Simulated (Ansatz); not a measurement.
Given:

```
CELL_PARAMETERS angstrom
      0.00000     2.04945     2.04945
      2.04945     0.00000     2.04945
      2.04945     2.04945     0.00000
ATOMIC_POSITIONS crystal
  Au 0.00000 0.00000 0.00000
```

Method: PBEsol, rigid bands (plane waves, PAW, scalar-relativistic; Ansatz, a quantum-chemistry and plane-wave program). Condition of this run: hydrostatic pressure -2 GPa (the target of the relaxation). How the cell was made: cell and atoms relaxed with PBEsol, then loaded as said.

**Question.** Predict the product ρ₀λ of resistivity and mean free path that follows from the Fermi surface's area.

**Answer.** 8.4 ×10⁻¹⁶ Ω·m².

**Question.** And the Drude plasma energy and the root-mean-square Fermi velocity at 300 K?

**Answer.** 8.9 eV; 1.3e6 m/s.

A metal at this level (no band gap); rigid bands, thermally averaged at 300 K, both spins. Spin-orbit coupling is left out, which matters with elements this heavy. τ is one relaxation time for all states; the product of resistivity and mean free path takes one path for all states instead.
